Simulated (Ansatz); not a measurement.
Base system: AgI in the rock salt structure (space group Fm-3m, No. 225; a cell from a computed database, its experimental status unchecked).

```yaml
crystal:
  lattice:
    - [0.00000, 2.99234, 2.99234]
    - [2.99234, 0.00000, 2.99234]
    - [2.99234, 2.99234, 0.00000]
  atoms:
    - { symbol: Ag, position: [0.00000, 0.00000, 0.00000] }
    - { symbol: I, position: [0.50000, 0.50000, 0.50000] }
```

Levels (all Ansatz, an electronic-structure program, PAW): PBEsol (420 eV, scalar-relativistic without spin-orbit coupling); HSE06 (420 eV, no spin-orbit coupling).

Its gap is 0.38 eV with PBEsol and 1.60 eV with HSE06.

Perturbation: cell and atoms relaxed at a pressure of 3 GPa.

With PBEsol the gap becomes 0.22 eV.

If the HSE06 correction stayed the same, what would the HSE06 gap be, and what does the HSE06 run give?

A rigid correction of +1.22 eV gives 1.44 eV. The HSE06 run gives 1.42 eV, so the two effects roughly add.

Single points use the geometry relaxed with PBEsol. HSE06 was sampled on its mesh, a few special points and the semilocal edge points, so its gap is an upper bound. Spin-orbit coupling, missing from the scalar runs, can matter with I. Load acts through the strain it causes; cell and atoms are relaxed under it. Whether these cells are dynamically stable was not tested. This is not the structure that AgI has at room temperature and ambient pressure. A zero or small gap of AgI under pressure 3 GPa can be the functional's error rather than a property of the material.
